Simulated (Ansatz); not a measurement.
Structure of amorphous Ti20O37N2 (periodic cell):

```xyz
59
Lattice="8.9634 0.0000 0.0000 0.0000 8.9634 0.0000 0.0000 0.0000 8.9634" Properties=species:S:1:pos:R:3 pbc="T T T"
Ti     7.4491     2.5010     0.4190
Ti     8.9525     2.2761     3.7373
Ti     3.3115     3.0432     5.4726
Ti     2.7719     5.1287     3.0752
Ti     7.3777     5.1839     7.7656
Ti     1.4092     6.0151     6.2706
Ti     4.0177     5.0328     8.2879
Ti     4.0579     8.2287     3.5886
Ti     7.6146     7.9080     0.8711
Ti     1.0573     4.2421     0.0846
Ti     1.2485     0.7311     5.7706
Ti     4.0868     1.8723     0.9913
Ti     5.5208     2.5831     3.5032
Ti     0.4826     7.5132     3.3343
Ti     6.8142     1.6212     6.1708
Ti     1.0457     0.8713     0.6944
Ti     7.5521     5.4345     4.1873
Ti     5.8543     5.9026     1.8928
Ti     5.4801     7.3094     5.9593
Ti     3.4050     8.7026     7.4442
O      0.3389     0.1597     4.1144
O      2.4771     1.2669     1.6879
O      1.7221     7.8873     6.2353
O      8.7775     2.1106     1.9788
O      4.0998     4.1387     6.7698
O      4.0186     8.6201     5.3042
O      8.6933     1.5047     6.2747
O      2.3554     4.9513     5.1076
O      3.4854     3.4807     0.3240
O      6.1910     4.4361     3.2502
O      3.7771     3.5074     3.5764
O      5.2973     6.9462     3.9705
O      2.1734     5.5528     8.1562
O      0.1312     4.8296     7.1296
O      5.9306     2.5108     1.4493
O      2.7758     1.5315     6.5823
O      0.9164     2.5084     8.6361
O      2.4086     7.1535     3.3513
O      8.6426     3.9889     4.1775
O      6.4266     8.8528     6.3976
O      6.6816     5.7457     6.0205
O      1.7294     2.1789     4.5196
O      5.0837     2.3062     5.3549
O      4.4545     0.7824     8.5923
O      4.0264     5.6946     1.8813
O      4.6787     0.9306     2.8883
O      7.1258     1.8268     4.2302
O      5.8099     5.1863     0.0767
O      8.1716     4.3103     0.4922
O      0.4166     8.2334     1.5936
O      0.1109     6.4434     4.9197
O      1.5111     4.6987     1.9238
O      1.9366     8.7437     8.5136
O      6.8463     2.9037     7.6196
O      7.7988     6.8524     8.3698
O      7.8213     0.6664     0.1255
O      5.8538     7.6730     1.3137
N      4.3350     6.9975     7.3625
N      7.7586     6.5564     2.6438
```

Method: PBE, scalar-relativistic without spin-orbit coupling (plane waves to 420 eV, PAW; Ansatz, a program for electronic structure).

A CHGNet melt-quench gave the starting glass, which DFT then relaxed. O and N atoms were pushed apart under 1.9 Å during the dynamics, to hinder bonds among them. The hot cell started wider than the set density and was brought back towards it in steps. It is the lowest in DFT energy of 2 quenches. It is a model cell: composition and starting density were chosen by hand, and all elements were melted together. No dispersion term was used. Its density started from a set value of 3.64 and ended at 3.64 g/cm³. The simulated quench (nominally 240 K/ps over its main leg) is rapid and tends to freeze in more defects than a deposited or slowly cooled glass has. A cell of this size samples the disorder only roughly. The volume was held where the preparation left it, at a PBE pressure of 0.9 GPa. Stress components on the final sampling reach 4.3 GPa.

Cut-offs for bonds: Ti-Ti 3.12 Å, Ti-O 2.42 Å, Ti-N 2.54 Å, O-O 1.58 Å, O-N 1.64 Å, N-N 1.70 Å. Two cations that share two anions don't count as bonded, nor two that share one unless they lie closer than Ti-Ti 3.04 Å.

**Question.** Give the coordination numbers, mean bond lengths and angles.

**Answer.** 
| Item | Result |
|---|---|
| Mean coordination of Ti by anions | 5.25 (1 with 4, 13 with 5, 6 with 6) |
| Mean coordination of O | 2.65 (13 with 2, 24 with 3) |
| Mean coordination of N | 3.50 (1 with 3, 1 with 4) |
| Mean Ti-O bond | 1.951 Å (spread 0.130 Å, 98 counted) |
| Mean Ti-N bond | 2.048 Å (spread 0.140 Å, 7 counted) |
| Bond angle at Ti | mean 105.1°, spread 26.4° |
| Bond angle at O | mean 120.2°, spread 20.1° |
| Bond angle at N | mean 117.6°, spread 32.2° |

**Question.** List the pairs of like atoms that count as bonded by the rules above.

**Answer.** There are none by these rules.

**Question.** What Bader charges do the atoms carry, from a run on the zone centre alone?

**Answer.** Means (range): Ti +2.20 e (+2.10 to +2.25), O -1.11 e (-1.21 to -1.01), N -1.39 e (-1.44 to -1.35).
| atom | charge (e) |
|---|---|
| Ti1 | +2.23 |
| Ti2 | +2.22 |
| Ti3 | +2.25 |
| Ti4 | +2.21 |
| Ti5 | +2.25 |
| Ti6 | +2.24 |
| Ti7 | +2.21 |
| Ti8 | +2.16 |
| Ti9 | +2.17 |
| Ti10 | +2.21 |
| Ti11 | +2.18 |
| Ti12 | +2.20 |
| Ti13 | +2.25 |
| Ti14 | +2.18 |
| Ti15 | +2.24 |
| Ti16 | +2.23 |
| Ti17 | +2.15 |
| Ti18 | +2.18 |
| Ti19 | +2.10 |
| Ti20 | +2.16 |
| O21 | -1.13 |
| O22 | -1.06 |
| O23 | -1.15 |
| O24 | -1.15 |
| O25 | -1.01 |
| O26 | -1.08 |
| O27 | -1.05 |
| O28 | -1.14 |
| O29 | -1.12 |
| O30 | -1.17 |
| O31 | -1.14 |
| O32 | -1.16 |
| O33 | -1.16 |
| O34 | -1.11 |
| O35 | -1.16 |
| O36 | -1.11 |
| O37 | -1.07 |
| O38 | -1.21 |
| O39 | -1.05 |
| O40 | -1.05 |
| O41 | -1.21 |
| O42 | -1.14 |
| O43 | -1.11 |
| O44 | -1.05 |
| O45 | -1.08 |
| O46 | -1.15 |
| O47 | -1.14 |
| O48 | -1.17 |
| O49 | -1.12 |
| O50 | -1.15 |
| O51 | -1.16 |
| O52 | -1.05 |
| O53 | -1.04 |
| O54 | -1.15 |
| O55 | -1.04 |
| O56 | -1.14 |
| O57 | -1.05 |
| N58 | -1.35 |
| N59 | -1.44 |
